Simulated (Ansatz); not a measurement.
## Response to strain in BeS

Take BeS in the zinc blende structure (space group F-43m, No. 216; a = 4.796 Å) as the base. Axes: x, y, z lie along the cube axes.

Strains are applied to the cell and any free atomic positions relax; under biaxial strain the out-of-plane vector relaxes too.

Method: plane-wave PAW DFT at the LDA level (Ansatz, a program for electronic structure, 420 eV), no SOC.

| biaxial strain, plane normal [001], relaxed out of plane (%) | band gap (eV) |
|---|---|
| -3 | 2.48 |
| -2.5 | 2.54 |
| -2 | 2.60 |
| -1.5 | 2.66 |
| -1 | ? |
| -0.5 | 2.77 |
| 0 | 2.82 |

Task: Fit E_g = E₀ + Dε (ε in %) to the rows shown and predict the withheld row.

Result: Least squares on the printed values gives E₀ = 2.82 eV, D = 114 meV per % of strain (largest residual 0.01 eV); this predicts 2.71 eV, and the run gives 2.71 eV, in agreement.

No phonon test of stability was made.
